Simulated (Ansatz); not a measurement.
The starting structures come from a database of crystals and need not be the phases stable at ambient conditions.

Evanescent states of Ca(BC)₂ (I4/mcm, not sure to be the ambient phase, 10 atoms a cell, 10.6 Å³ an atom) along the normal of (111)

All values below come from r2SCAN (plane waves, PAW; Ansatz, an electronic-structure program).

No gap correction and no spin-orbit coupling; mid-gap values are interpolated between computed energies.

Energies count from the valence-band top; κ is the least over a 6×4 mesh across the current.

```csv
E (eV),κ (1/Å),where
0.03,0.030,off Γ
0.07,0.063,off Γ
0.12,0.082,off Γ
0.17,0.097,off Γ
0.23,0.103,Γ
0.28,0.107,Γ
0.33,0.109,off Γ
0.38,0.109,off Γ
0.42,0.109,off Γ
0.47,0.108,off Γ
0.53,0.107,off Γ
0.57,0.105,off Γ
0.62,0.099,off Γ
0.68,0.067,off Γ
```

Problem. How thick must the barrier be to attenuate the transmission by 10^6 when the electrodes' Fermi level lies at 0.33 eV, and what attenuation does that film give at 0.03 eV?

Solution. d = 6 ln 10 / (2 × 0.109) = 63.4 Å. At 0.03 eV it gives 6 × 0.030/0.109 = 1.7 decades.
